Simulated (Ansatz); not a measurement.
## TiC, pressure series

The parent structure is TiC in the rock salt structure (space group Fm-3m, No. 225).

```
CELL_PARAMETERS angstrom
      0.00000     2.16633     2.16633
      2.16633     0.00000     2.16633
      2.16633     2.16633     0.00000
ATOMIC_POSITIONS crystal
  C  0.00000 0.00000 0.00000
  Ti 0.50000 0.50000 0.50000
```

Cell and atoms are relaxed at each pressure.

All numbers come from PBE (Ansatz, a first-principles code, PAW, no spin-orbit coupling), earlier PAW set.

Notes on the quantities. enthalpy: H = E + PV relative to the base's energy.

| case | lattice parameter a | enthalpy |
|---|---|---|
| base | 4.333 Å | – |
| pressure −2 GPa | 4.344 Å | -0.13 eV/atom |
| pressure −1 GPa | 4.338 Å | -0.06 eV/atom |
| pressure 1.8 GPa | 4.322 Å | +0.11 eV/atom |
| pressure 4.2 GPa | 4.309 Å | +0.26 eV/atom |
| pressure 9 GPa | 4.284 Å | +0.56 eV/atom |
| pressure 18 GPa | 4.242 Å | +1.11 eV/atom |
| pressure 30 GPa | 4.193 Å | +1.81 eV/atom |
| pressure 45 GPa | 4.139 Å | +2.65 eV/atom |
| pressure 60 GPa | 4.093 Å | +3.47 eV/atom |

Load acts through the strain it causes; cell and atoms are relaxed under it. No phonon test of stability was made. Competing high-pressure phases were not computed. The final runs are not spin-polarised.
